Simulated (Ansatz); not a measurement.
OH on the 1x1 (100) surface of monoclinic HfO2 (cut with top plane 2 O), one in a 1x1 cell, energies for each (27.9 Å²). Energies are against H2O(g) − ½ H2(g), without zero-point or thermal terms; each row is named by its start. No converged result for: 2 more starts.

Host crystal: monoclinic HfO2, with a band gap (PBE, scalar-relativistic without spin-orbit coupling).

Level of theory: PBE (plane waves to 420 eV, PAW; Ansatz, a program for electronic structure).

Set-up: 26 atoms, 9.3 Å thick at the start under the adsorbate (thin: gaps and levels are the slab's own); mesh 4x4x1; 0.01 eV smearing; dipole correction on; 12 atoms held, the rest relaxed; each run with such symmetry as its start has; spin-polarised, no spin-orbit, no U, no dispersion correction.

A negative adsorption energy means that the adsorbate is more stable on the surface than in its reference. Starts that drift may end in the same place. Heights count from the host atoms within 0.3 Å of the top one. Moments of ungapped slabs depend on the mesh.

```json
[
 {"starting site": "over Hf at depth 1.0 Å", "E_ads (eV)": "1.39", "height (Å)": "0.50", "nearest host atom (Å)": "Hf 2.00", "bonded to": "Hf", "change of the vacuum step (eV)": "-0.39", "lateral drift (Å)": "1.5", "moment (μB)": "1.0"},
 {"starting site": "hollow O-O-O", "E_ads (eV)": "1.40", "height (Å)": "-0.01", "nearest host atom (Å)": "Hf 2.19", "bonded to": "2 Hf", "change of the vacuum step (eV)": "-0.98", "lateral drift (Å)": "0.6", "moment (μB)": "1.0"},
 {"starting site": "hollow O-O-O over O at depth 6.8 Å", "E_ads (eV)": "1.39", "height (Å)": "0.50", "nearest host atom (Å)": "Hf 2.00", "bonded to": "Hf", "change of the vacuum step (eV)": "-0.39", "lateral drift (Å)": "0.2", "moment (μB)": "1.0"},
 {"starting site": "bridge O-O (span 5.3 Å)", "E_ads (eV)": "1.39", "height (Å)": "0.50", "nearest host atom (Å)": "Hf 2.00", "bonded to": "Hf", "change of the vacuum step (eV)": "-0.39", "lateral drift (Å)": "0.8", "moment (μB)": "1.0"}
]
```
